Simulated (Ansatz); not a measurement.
Take MgTe in the zinc blende structure (space group F-43m, No. 216; a = 6.439 Å) as the base. Axes: x, y, z lie along the cube axes.

All numbers come from plane-wave PAW DFT at the PBEsol level (Ansatz, a quantum-chemistry and plane-wave program, 420 eV), no spin-orbit coupling.

Before the change:

* **Valence-band top at Γ**: 0.00, 0.00, 0.00 eV
* **Band gap**: 2.35 eV
* **Pressure**: -0.01 GPa

One thing is altered: tensor shear ε_xy = +0.86 % (engineering shear γ = 0.0172), atoms relaxed at fixed cell.

### Question
How does this affect the valence-band top at Γ?

### Answer
The valence-band top at Γ (three highest levels, from the VBM) changes from 0.00, 0.00, 0.00 eV to 0.00, -0.06, -0.11 eV.

### Question
How does this affect the band gap?

### Answer
The band gap falls by 0.06 eV (2.35 eV → 2.29 eV).

### Question
How does this affect the pressure?

### Answer
The pressure (mean of the normal stresses, compression positive) stays -0.01 GPa.

With Te present, leaving out spin-orbit coupling can change the band edges. The cells carry an imposed strain or load. Whether these cells are dynamically stable was not tested.
